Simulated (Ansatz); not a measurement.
The starting structures come from a database of crystals and need not be the phases stable at ambient conditions.

 Where the default PAW files enter, the runs use the earlier of Ansatz's two default sets.

The decay constant κ of evanescent states in the gap governs leakage through a thin film.

```yaml
crystal:
  lattice:
    - [4.13226, 0.00000, 0.00000]
    - [-2.06613, 3.57864, 0.00000]
    - [2.06613, 1.19288, 7.64794]
  atoms:
    - { symbol: Ba, position: [0.53710, 0.76855, 0.69436] }
    - { symbol: Ba, position: [0.46290, 0.23145, 0.30564] }
    - { symbol: N, position: [0.00000, 0.50000, 0.50000] }
    - { symbol: Cl, position: [0.00000, 0.00000, 0.00000] }
```

Space group of this cell: R-3m. The cell is taken as given; by r2SCAN its mean pressure is -0.9 GPa.

Transport runs along the normal of the first two printed cell vectors, the (001) plane of the conventional cell.

The gap is the functional's own. No spin-orbit coupling. Mid-gap values are interpolated on the energy grid.

Estimate the band gap and the smallest decay constant κ at mid-gap that r2SCAN (Ansatz, a quantum-chemistry and plane-wave program) returns for this system.

Gap 1.28 eV on a 10×10×10 mesh; κ = 0.282 1/Å, at (0.500, 0.000) of the in-plane reciprocal vectors. At the zone centre, at the nearest computed energy, the slowest state has κ = 0.29 1/Å.
